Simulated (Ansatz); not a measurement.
AgTe4Au (P2/c, No. 13) was calculated with PBEsol in Ansatz (PAW).

The input as run:

Ansatz 0.2 input:
```yaml
crystal:
  lattice:
    - [0.0, 8.7188880608, -0.0172300344]
    - [4.2926176802, 0.0, 0.0]
    - [0.0, -5.6461044769, -8.2321846123]
  atoms:
    - { symbol: Ag, position: [0.5, 0.491857204, 0.75] }
    - { symbol: Ag, position: [0.5, 0.508142796, 0.25] }
    - { symbol: Te, position: [0.3042471867, 0.9779574388, 0.2979970469] }
    - { symbol: Te, position: [0.6957528133, 0.9779574388, 0.2020029531] }
    - { symbol: Te, position: [0.6957528133, 0.0220425612, 0.7020029531] }
    - { symbol: Te, position: [0.3042471867, 0.0220425612, 0.7979970469] }
    - { symbol: Te, position: [0.8117513908, 0.5730846146, 0.0493973081] }
    - { symbol: Te, position: [0.1882486092, 0.5730846146, 0.4506026919] }
    - { symbol: Te, position: [0.1882486092, 0.4269153854, 0.9506026919] }
    - { symbol: Te, position: [0.8117513908, 0.4269153854, 0.5493973081] }
    - { symbol: Au, position: [0.0, 0.0, 0.0] }
    - { symbol: Au, position: [0.0, 0.0, 0.5] }
basis:
  ecutwfc: 520
  ecutrho_ratio: 4
  xc_grid: 2
kpoints:
  mp_grid: { grid: [8, 12, 8] }
hamiltonian:
  xc: pbesol
  dispersion: none
  pseudopotentials: { kind: paw }
scf:
  occupations: { method: fermi_dirac, width: 0.05 }
output:
  forces: true
  stress: true
  eigenvalues: true
relax:
  f_tol: 0.004
  escape_saddle: false
  max_steps: 80
  cell: { stress_tol: 0.02, fix: [volume] }
```

The run printed, among other lines:

```
Relaxation: its limit of steps is 80 (relax.max_steps)
Crystal: 12 atoms, lattice volume = 308.522 Å³
Basis set: ecut = 520 eV, 8253 PW (Γ), exchange–correlation on 144×64×150 points (8 copies of the dense FFT grid, shifted against one another)
Bands: 123, of which v1, the nominal top of the filled ones, is band 102 counted from 1 (101 counted from 0)
Symmetry: 4 space group operations
Space group: P2/c (ITA 13), of the structure as read, at distance tolerance 6.8e-5 Å
k-points: 238 of 768
Functional: x = pbesol(κ = 0.804, μ = 0.12345679012345678), c = pbesol(β = 0.046)
SCF iter   1: F=—  HF=-96271.503341 eV  |F-HF|=—  |Δ(HF+E_count)|=         —  Δρ=4.56e-3  dr2=5.81e-2
SCF iter   2: F=—  HF=-96271.506675 eV  |F-HF|=—  |Δ(HF+E_count)|=   3.33e-3  Δρ=4.69e-3  dr2=6.42e-2
  ...
SCF 1 converged in 8 iterations: F = -96271.486915 eV  dr2 = 3.81e-8
Crystal: 12 atoms, lattice volume = 308.522 Å³
Basis set: ecut = 520 eV, 8267 PW (Γ), exchange–correlation on 144×64×150 points (8 copies of the dense FFT grid, shifted against one another)
Initial density: handed on by an earlier stage of this run
  ...
Crystal: 12 atoms, lattice volume = 308.522 Å³
Basis set: ecut = 520 eV, 8307 PW (Γ), exchange–correlation on 144×64×160 points (8 copies of the dense FFT grid, shifted against one another)
SCF iter   5: F=—  HF=-96271.557106 eV  |F-HF|=—  |Δ(HF+E_count)|=  2.91e-11  Δρ=9.50e-8  dr2=5.24e-11
SCF iter   6: F=-96271.557106 eV  HF=-96271.557106 eV  |F-HF|=0.00e0  |Δ(HF+E_count)|=  2.91e-11  Δρ=5.06e-8  dr2=1.68e-11
SCF 10 converged in 6 iterations: F = -96271.557106 eV  dr2 = 1.68e-11
SCF converged after 6 iterations
Free energy (F): -96271.557106 eV
Internal energy: -96271.517887 eV  (E = F + TS)
E sigma→0 (E₀):  -96271.537497 eV
Fermi energy:    12.268386 eV
--- Forces (eV/Å), atoms counted from 1 ---
  atom   1  Ag     0.00021019     0.00000000     0.00000000
  atom   2  Ag    -0.00021019     0.00000000     0.00000000
  atom   3  Te     0.00046943    -0.00029034     0.00013622
  atom   4  Te     0.00046943     0.00029034    -0.00013622
  atom   5  Te    -0.00046943     0.00029034    -0.00013622
  atom   6  Te    -0.00046943    -0.00029034     0.00013622
  atom   7  Te     0.00068441    -0.00038714    -0.00049417
  atom   8  Te     0.00068441     0.00038714     0.00049417
  atom   9  Te    -0.00068441     0.00038714     0.00049417
  atom  10  Te    -0.00068441    -0.00038714    -0.00049417
  atom  11  Au     0.00000000     0.00000000    -0.00000000
  atom  12  Au    -0.00000000     0.00000000     0.00000000
--- Stress (GPa, compression-positive) ---
        1.053162       0.000000       0.000000
        0.000000       1.052077       0.001561
        0.000000       0.001561       1.055252
  P = ⅓ Tr σ = 1.0535 GPa (10.535 kbar)
```

The cell is one volume of an energy–volume scan, off the minimum.

The PAW data were made under PBE.

Note: the volume lies 7 % below that of the published cell.

Computing time: about 100 core-minutes (a rough figure).

Ansatz is an electronic-structure program.
